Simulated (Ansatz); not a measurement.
Functionals compared on CO on the 1x1 (100) surface of monoclinic ZrO2 (cut with top plane 2 O), one in a 1x1 cell, started at the site 'hollow O-O-O', in Ansatz (plane waves, PAW). The structure was relaxed with PBE; the other rows are single points on it, each with its references at the same level. Cutoff 420 eV (500 eV for r2SCAN). HSE06 used the coarser mesh 3x3x1.

Host crystal: monoclinic ZrO2, with a band gap (PBE, scalar-relativistic without spin-orbit coupling).

Set-up: 26 atoms, 9.4 Å thick at the start under the adsorbate (thin: gaps and levels are the slab's own); mesh 4x4x1; 0.01 eV smearing; dipole correction on; 12 atoms held, the rest relaxed; no symmetry held; no spin, no spin-orbit, no U, no dispersion correction. At the end it is bonded to Zr. In PBE it is, or lies within 0.03 eV of, the lowest of the starts that converged. These notes are the PBE run's. Adsorption energies are against CO(g). A negative adsorption energy means that the adsorbate is more stable on the surface than in its reference.

A dash marks a value that is undefined for that row or was read on another mesh.

```json
[
 {"functional": "PBE", "adsorption energy (eV)": "-0.46", "gap of the slab on its k-mesh (eV)": "3.14", "highest filled level below the top vacuum level (eV)": "6.47", "rough cost of the single point": "–"},
 {"functional": "RPBE", "adsorption energy (eV)": "-0.27", "gap of the slab on its k-mesh (eV)": "3.18", "highest filled level below the top vacuum level (eV)": "6.34", "rough cost of the single point": "roughly 2.7 core-minutes"},
 {"functional": "r2SCAN", "adsorption energy (eV)": "[?]", "gap of the slab on its k-mesh (eV)": "[?]", "highest filled level below the top vacuum level (eV)": "[?]", "rough cost of the single point": "around 5 core-minutes (rough)"},
 {"functional": "HSE06", "adsorption energy (eV)": "-0.45", "gap of the slab on its k-mesh (eV)": "–", "highest filled level below the top vacuum level (eV)": "–", "rough cost of the single point": "around 50 core-minutes (rough)"}
]
```

**Question.** Some entries are withheld; supply them.

**Answer.** 
- r2SCAN, adsorption energy (eV): -0.58
- r2SCAN, gap of the slab on its k-mesh (eV): 3.59
- r2SCAN, highest filled level below the top vacuum level (eV): 6.84

Ansatz is a quantum-chemistry and plane-wave program.
